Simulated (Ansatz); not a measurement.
# Converging the plane-wave cutoff: Ti (P-3m1, 2 atoms in the cell)

```
CELL_PARAMETERS angstrom
      1.46762    -2.54200     0.00000
      1.46762     2.54200     0.00000
      0.00000     0.00000     4.65660
ATOMIC_POSITIONS crystal
  Ti 0.33333 0.66667 0.26074
  Ti 0.66667 0.33333 0.75000
```

Computed with LDA (PW92), default PAW files made with PBE (plane waves; Ansatz, an electronic-structure program).

Base settings: basis.ecutwfc = 30.9 Ry; kpoints.mp_grid.grid = 13 13 7; hamiltonian.xc = lda; hamiltonian.pseudopotentials = {kind: paw} (the program's default PAW files); scf.occupations.method = fermi_dirac; scf.occupations.width = 0.0073 Ry.

The second cell is the first with its lattice scaled by 0.98.

The mesh stays at the base's, so the ladder's end is converged at best in this setting alone.

The first pressure column holds Ansatz's estimate of the finite-basis (Pulay) stress, which hides part of the cutoff error; the other is without it.

Only quantities that move along the ladder and can be compared are tabulated.

The count of work is k-points × plane waves × bands × iterations; it is no time. 

The starting cell has typed, rounded lattice constants, without a prior relaxation at this level. Its lattice was rescaled by up to half a per cent. One atom was moved a little off its site on purpose. Spin polarisation is off. In the base run, with a pressure of about -8 GPa the cell is away from its equilibrium volume at this level.

Steps (basis.ecutwfc): 10.7 Ry; 12.5 Ry; 14 Ry; 15.4 Ry; 16.9 Ry; 18.4 Ry; 21.7 Ry; 24.6 Ry; 27.9 Ry; 30.9 Ry; 33.8 Ry; 37.1 Ry; 41.5 Ry; 46.3 Ry; 54 Ry; 61.7 Ry; 74.2 Ry.

### Question
What is the coarsest basis.ecutwfc that holds the pressure within 0.2 GPa of the last step, with all finer ones?

### Answer
24.6 Ry, at 0.19 of the last step's count of work; the step before is off by 0.33 GPa.

### Question
What is the coarsest basis.ecutwfc that holds the energy of the compressed cell less the first within 1 meV/atom of the last step, with all finer ones?

### Answer
24.6 Ry, at 0.19 of the last step's count of work; the step before is off by 1.2 meV/atom.

### Question
What is the coarsest basis.ecutwfc that holds the pressure without the Pulay estimate within 0.1 GPa of the last step, with all finer ones?

### Answer
30.9 Ry, at 0.27 of the last step's count of work; the step before is off by 0.38 GPa.

```tsv
basis.ecutwfc	free energy less the last step's (meV/atom)	energy of the compressed cell less the first (meV/atom)	pressure (GPa)	pressure without the Pulay estimate (GPa)	largest difference of a force vector from the last step's (eV/Å)	count of work / last
10.7 Ry	26659.49	-263.05	-44.88	-664.93	0.820	0.060
12.5 Ry	13677.57	36.37	0.98	-413.07	0.341	0.082
14 Ry	7432.53	44.42	8.34	-266.77	0.072	0.088
15.4 Ry	4022.93	6.81	-4.06	-171.40	0.241	0.098
16.9 Ry	2086.39	-61.58	-12.64	-106.94	0.115	0.11
18.4 Ry	1065.65	-49.88	-10.49	-66.38	0.001	0.12
21.7 Ry	200.87	-33.43	-8.50	-23.27	0.009	0.15
24.6 Ry	34.76	-32.19	-8.10	-11.59	0.002	0.19
27.9 Ry	3.52	-32.13	-8.15	-8.55	0.000	0.23
30.9 Ry	1.03	-32.22	-8.16	-8.20	0.000	0.27
33.8 Ry	0.81	-32.22	-8.16	-8.17	0.000	0.30
37.1 Ry	0.70	-32.23	-8.16	-8.17	0.000	0.36
41.5 Ry	0.55	-32.24	-8.16	-8.17	0.000	0.42
46.3 Ry	0.35	-32.23	-8.16	-8.18	0.000	0.48
54 Ry	0.17	-32.24	-8.17	-8.17	0.000	0.62
61.7 Ry	0.09	-32.24	-8.17	-8.17	0.000	0.74
74.2 Ry	0.00	-32.24	-8.17	-8.17	0.000	1.0
```

The energy difference between the two cells stays within 1 meV/atom of the last step's from 24.6 Ry on, the total only from 33.8 Ry on: much of the error is common to both cells and cancels.

At the lowest cutoff the pressure without the Pulay estimate lies 657 GPa under the last step's, the usual sign of Pulay stress in an incomplete plane-wave basis.

Keys are those of Ansatz 0.2.
